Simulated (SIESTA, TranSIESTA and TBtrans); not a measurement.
System: Pd chain with a Cl atom beside one bond. Leads: straight Pd chain, spacing 2.5 Å. Geometry: 3 atoms about the centre moved by SIESTA (PBE, DZP) to a largest force of 0.07 eV/Å, all others as built. Transport runs along z; the first 6 and the last 6 of the 21 atoms are the lead cells, repeated to infinity.

```xyz
21
Lattice="9.000 0.000 0.000 0.000 9.000 0.000 0.000 0.000 50.000" Properties=species:S:1:pos:R:3 pbc="F F T"
Pd     4.500     4.500     0.000
Pd     4.500     4.500     2.500
Pd     4.500     4.500     5.000
Pd     4.500     4.500     7.500
Pd     4.500     4.500    10.000
Pd     4.500     4.500    12.500
Pd     4.500     4.500    15.000
Pd     4.500     4.500    17.500
Pd     4.500     4.500    20.000
Pd     4.585     4.500    22.480
Pd     4.567     4.500    25.029
Pd     4.500     4.500    27.500
Pd     4.500     4.500    30.000
Pd     4.500     4.500    32.500
Cl     6.508     4.500    23.776
Pd     4.500     4.500    35.000
Pd     4.500     4.500    37.500
Pd     4.500     4.500    40.000
Pd     4.500     4.500    42.500
Pd     4.500     4.500    45.000
Pd     4.500     4.500    47.500
```
Starting moments (μB): atom 7 +0.7, atom 8 +0.7, atom 9 +0.7, atom 10 +0.7, atom 11 +0.7, atom 12 +0.7, atom 13 +0.7, atom 14 +0.7; lead atoms +0.7 (left) and +0.7 (right).

Run with TranSIESTA and TBtrans (open boundaries, self-consistent; PseudoDojo norm-conserving potentials, scalar-relativistic): Spin polarized, PAO.BasisSize DZP, PAO.EnergyShift 0.15 eV, XC.Authors PBE, Mesh.Cutoff 200 Ry, ElectronicTemperature 300 K, TS.Voltage 0.0 eV, TBT.Elecs.Eta 0.001 eV.

Energies count from the leads' Fermi level. Transmissions are for each spin. The energy step is 0.01 eV; narrower resonances are cut or missed.

```
E (eV)   T up  T down
------  -----  ------
-0.20    2.43    2.43
-0.15    1.95    2.41
-0.10   0.502    2.39
-0.05   0.700    2.36
0.00    0.976    2.32
0.05    0.881    2.27
0.10    0.575    2.21
0.15    0.358    2.13
0.20    0.238    2.04
```

### Question
Give the zero-bias conductance in μS and the resistance at 300 K.

### Answer
At the Fermi level the mean of both spins is (0.976 + 2.32)/2 = 1.65. Averaged with −∂f/∂E over the full grid (kT = 25.9 meV) it is 1.59. With G0 = 2e²/h = 77.48 μS, G = 123 μS and R = 1/G = 8.13 kΩ.

### Question
The eigenchannels at the Fermi level (both spins) transmit 0.976, 0.997, 0.762, 0.557. What Fano factor of the shot noise follows at low temperature and bias?

### Answer
F = Σ τ(1 − τ)/Σ τ = 0.455/3.29 = 0.14.

The magnetic order of the leads was set by the start, and no other order was tried; the separate lead runs end at 0.76 (left) and 0.76 (right) μB an atom. The straight chain is held at its spacing; free chains may zigzag or dimerise.
